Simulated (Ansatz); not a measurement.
## Converging the k-point mesh: CrGa₄ (I4mm, 5 atoms in the cell)

```
CELL_PARAMETERS angstrom
     -2.81304     2.81304     2.81304
      2.81304    -2.81304     2.81304
      2.81304     2.81304    -2.81304
ATOMIC_POSITIONS crystal
  Cr 0.00889 0.00889 0.00000
  Ga 0.00000 0.00000 0.50000
  Ga 0.00000 0.50000 0.00000
  Ga 0.50000 0.50000 0.50000
  Ga 0.50000 0.00000 0.00000
```

Computed with LDA (PW92), default PAW files made with PBE (plane waves; Ansatz, a first-principles code).

Base settings: basis.ecutwfc = 420 eV; kpoints.mp_grid.grid = 8 8 8; hamiltonian.xc = lda; hamiltonian.pseudopotentials = {kind: paw} (the program's default PAW files); scf.occupations.method = fermi_dirac; scf.occupations.width = 0.1 eV.

Only quantities that move along the ladder and can be compared are tabulated.

The count of work is k-points × plane waves × bands × iterations; it is no time. Core times come from one kind of shared machine, to one figure; runs under 30 s give none.

The starting cell comes from a database of computed structures (which also holds hypothetical and non-ambient phases and stackings), without a prior relaxation at this level. Its lattice was rescaled by up to half a per cent. One atom was moved a little off its site on purpose. Spin polarisation is off. In the base run, with a pressure of about -5 GPa the cell is away from its equilibrium volume at this level. Ansatz's pressure includes its estimate of the finite-basis (Pulay) stress.

Steps (kpoints.mp_grid.grid): 2 2 2; 3 3 3; 4 4 4; 5 5 5; 6 6 6; 8 8 8; 9 9 9; 11 11 11; 16 16 16; 18 18 18.

**Question.** What is the coarsest kpoints.mp_grid.grid that holds the forces within 0.005 eV/Å of the last step, with all finer ones?

**Answer.** 8 8 8, at 0.12 of the last step's count of work; the step before is off by 0.006 eV/Å.

**Question.** What is the coarsest kpoints.mp_grid.grid that holds the pressure within 0.1 GPa of the last step, with all finer ones?

**Answer.** 5 5 5, at 0.037 of the last step's count of work; the step before is off by 0.14 GPa.

**Question.** What is the coarsest kpoints.mp_grid.grid that holds the free energy within 1 meV/atom of the last step, with all finer ones?

**Answer.** 6 6 6, at 0.062 of the last step's count of work; the step before is off by 3.1 meV/atom.

| kpoints.mp_grid.grid | free energy less the last step's (meV/atom) | pressure (GPa) | largest difference of a force vector from the last step's (eV/Å) | count of work / last | core time / last (rough) |
|---|---|---|---|---|---|
| 2 2 2 | 23.73 | -6.18 | 0.192 | 0.0073 | – |
| 3 3 3 | -11.96 | -5.62 | 0.028 | 0.011 | – |
| 4 4 4 | -8.59 | -5.44 | 0.007 | 0.024 | – |
| 5 5 5 | -3.14 | -5.35 | 0.008 | 0.037 | – |
| 6 6 6 | -0.92 | -5.31 | 0.006 | 0.062 | – |
| 8 8 8 | 0.21 | -5.29 | 0.001 | 0.12 | – |
| 9 9 9 | 0.23 | -5.30 | 0.001 | 0.16 | – |
| 11 11 11 | 0.08 | -5.30 | 0.001 | 0.26 | 0.2 |
| 16 16 16 | -0.01 | -5.30 | 0.000 | 0.73 | 0.7 |
| 18 18 18 | 0.00 | -5.30 | 0.000 | 1.0 | 1 |

Keys are those of Ansatz 0.2.
